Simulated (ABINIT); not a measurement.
A self-consistent single point of Cr (Im-3m, 1 atom in the cell) with ABINIT

Level of theory: PBE, PAW (JTH v2.0 PBE PAW) (plane waves; ABINIT).

Input as run:

```
# Cr, JTH v2.0 PBE PAW
pp_dirpath "./"
pseudos "Cr.GGA_PBE-JTH.xml"
acell 4.6425673949 4.6425673949 4.6425673949
rprim
        -0.5773502692    0.5773502692    0.5773502692
         0.5773502692   -0.5773502692    0.5773502692
         0.5773502692    0.5773502692   -0.5773502692
natom 1
ntypat 1
znucl 24
typat 1
xcart    0.0000000000    0.0000000000    0.0000000000
ecut 30
pawecutdg 60
pawxcdev 0
nsppol 2
spinat 0 0 3
occopt 3
tsmear 0.00367493
nband 14
kptopt 1
ngkpt 13 13 13
nshiftk 1
shiftk 0 0 0
nstep 50
tolvrs 1.0e-10
prtwf 0
prtden 0
prtvol 1
enunit 1
```

The program printed (abridged):

```
 Symmetries : space group Im -3 m (#229); Bravais cI (body-center cubic)

 -outvars: echo values of preprocessed input variables --------
            acell      4.6425673949E+00  4.6425673949E+00  4.6425673949E+00 Bohr
             ecut      3.00000000E+01 Hartree
           enunit           1
              ixc     -101130
         kptrlatt       13    0    0      0   13    0      0    0   13
          kptrlen      6.03533761E+01
            natom           1
            nband          14
            ngfft          24      24      24
          ngfftdg          36      36      36
             nkpt          84
           nspden           2
           nsppol           2
            nstep          50
             nsym          48
           ntypat           1
           occopt           3
        pawecutdg      6.00000000E+01 Hartree
         pawxcdev           0
            rprim     -5.7735026920E-01  5.7735026920E-01  5.7735026920E-01
                       5.7735026920E-01 -5.7735026920E-01  5.7735026920E-01
                       5.7735026920E-01  5.7735026920E-01 -5.7735026920E-01
          spgroup         229
           spinat      0.0000000000E+00  0.0000000000E+00  3.0000000000E+00
           tolvrs      1.00000000E-10
           tsmear      3.67493000E-03 Hartree
            typat      1
           useylm           1
            znucl       24.00000

== DATASET  1 ==================================================================

 Real(R)+Recip(G) space primitive vectors, cartesian coordinates (Bohr,Bohr^-1):
 R(1)= -2.6803875  2.6803875  2.6803875  G(1)=  0.0000000  0.1865402  0.1865402
 R(2)=  2.6803875 -2.6803875  2.6803875  G(2)=  0.1865402  0.0000000  0.1865402
 R(3)=  2.6803875  2.6803875 -2.6803875  G(3)=  0.1865402  0.1865402  0.0000000
 Unit cell volume ucvol=  7.7028734E+01 bohr^3
 Angles (23,13,12)=  1.09471221E+02  1.09471221E+02  1.09471221E+02 degrees

 Coarse grid specifications (used for wave-functions):

 getcut: wavevector=  0.0000  0.0000  0.0000  ngfft=  24  24  24
         ecut(hartree)=     30.000   => boxcut(ratio)=   2.09666

 Fine grid specifications (used for densities):

 getcut: wavevector=  0.0000  0.0000  0.0000  ngfft=  36  36  36
         ecut(hartree)=     60.000   => boxcut(ratio)=   2.22384

   3.78186631E+02                                ecore*ucvol(ha*bohr**3)

 newkpt: prtvol=0 or 1, do not print more k-points.
 newkpt: prtvol=0 or 1, do not print more k-points.
_setup2: Arith. and geom. avg. npw (full set) are     604.605     604.592

--- !BeginCycle
solver: {iscf: 17, nstep: 50, nline: 4, wfoptalg: 10, }
tolerances: {tolvrs: 1.00E-10, }
...

     iter   Etot(hartree)     deltaE(h) residm    nres2    magn
 ETOT  1  -86.705661624291    -8.67E+01 6.51E+00 2.39E+02 0.718
 ETOT  2  -87.475481497995    -7.70E-01 1.30E-01 8.78E+01 0.627
 ETOT  3  -87.407914242860     6.76E-02 1.65E-01 1.69E+01 0.136
 ETOT  4  -87.415769472156    -7.86E-03 8.89E-02 1.15E+01 0.022
 ETOT  5  -87.417049926601    -1.28E-03 4.47E-02 4.08E+00 0.018
 ETOT  6  -87.421002284857    -3.95E-03 2.94E-02 6.67E+00 0.018
   [... 7 lines left out ...]
 ETOT 14  -87.419243027647     1.19E-08 4.90E-03 3.69E-07 0.000
 ETOT 15  -87.419243029104    -1.46E-09 2.04E-03 1.75E-08 0.000
 ETOT 16  -87.419243029289    -1.86E-10 1.48E-03 1.03E-08 0.000
 ETOT 17  -87.419243029281     8.61E-12 1.65E-03 1.22E-09 0.000
 ETOT 18  -87.419243029283    -2.02E-12 7.20E-04 5.38E-11 0.000

 At SCF step   18       nres2   =  5.38E-11 < tolvrs=  1.00E-10 =>converged.

 Cartesian components of stress tensor (hartree/bohr^3)
  sigma(1 1)= -5.64810421E-05  sigma(3 2)=  0.00000000E+00
  sigma(2 2)= -5.64810421E-05  sigma(3 1)=  0.00000000E+00
  sigma(3 3)= -5.64810421E-05  sigma(2 1)=  0.00000000E+00

 Integrated electronic and magnetization densities in atomic spheres:
 Radius=ratsph(iatom), smearing ratsm=  0.0000. Diff(up-dn)=approximate z local magnetic moment.
 Atom    Radius    up_density   dn_density  Total(up+dn)  Diff(up-dn)
    1   2.10818     6.099894     6.099895     12.199789    -0.000001
  Sum:              6.099894     6.099895     12.199789    -0.000001
 Total magnetization (from the atomic spheres):            -0.000001
 Total magnetization (exact up - dn):                      -0.000000

 ----iterations are completed or convergence reached----

 reduced coordinates (array xred) for    1 atoms
       0.000000000000      0.000000000000      0.000000000000
 cartesian forces (eV/Angstrom) at end:
    1     -0.00000000000000    -0.00000000000000    -0.00000000000000
 frms,max,avg= 0.0000000E+00 0.0000000E+00   0.000E+00  0.000E+00  0.000E+00 e/A
 length scales=  4.642567394900  4.642567394900  4.642567394900 bohr
              =  2.456740854724  2.456740854724  2.456740854724 angstroms
 Fermi (or HOMO) energy (eV) =  10.84759   Average Vxc (eV)= -13.27149
 Eigenvalues (   eV  ) for nkpt=  84  k points, SPIN UP:
 kpt#   1, nband= 14, wtk=  0.00046, kpt=  0.0000  0.0000  0.0000 (reduced coord)
 -61.17154  -31.87963  -31.87963  -31.87963    2.62757    9.88536    9.88536    9.88536
  11.98648   11.98648   33.51082   33.51082   33.51082   40.49556
 prteigrs : prtvol=0 or 1, do not print more k-points.

 Eigenvalues (   eV  ) for nkpt=  84  k points, SPIN DOWN:
 kpt#   1, nband= 14, wtk=  0.00046, kpt=  0.0000  0.0000  0.0000 (reduced coord)
 -61.17155  -31.87963  -31.87963  -31.87963    2.62758    9.88536    9.88536    9.88536
  11.98648   11.98648   33.51083   33.51083   33.51083   40.49554
 prteigrs : prtvol=0 or 1, do not print more k-points.

--- !EnergyTerms
comment             : Components of total free energy in Hartree
kinetic             :  1.53382002684343E+01
hartree             :  1.61729120615139E+01
xc                  : -4.78949376570739E+00
Ewald energy        : -6.65286033017796E+01
psp_core            :  4.90968255231830E+00
local_psp           : -4.71097612531691E+01
spherical_terms     : -5.41137970876385E+00
internal            : -8.74184431471533E+01
'-kT*entropy'       : -8.02492685304190E-04
total_energy        : -8.74192456398386E+01
total_energy_eV     : -2.37879864985728E+03
...

-Cartesian components of stress tensor (GPa)         [Pressure=  1.6617E+00 GPa]
- sigma(1 1)= -1.66172935E+00  sigma(3 2)=  0.00000000E+00
- sigma(2 2)= -1.66172935E+00  sigma(3 1)=  0.00000000E+00
- sigma(3 3)= -1.66172935E+00  sigma(2 1)=  0.00000000E+00

 Calculation completed.
```

The run converged in 18 iterations.

The starting cell was generated: these elements placed on a structure prototype, without a prior relaxation; it need not be a known phase or ordering of this composition. Its lattice was rescaled by a random factor within 2.5 % of one. The starting moments vanished: the run ended non-magnetic, which need not be the lowest state.

Cost on one core of a shared machine: roughly 3 min.
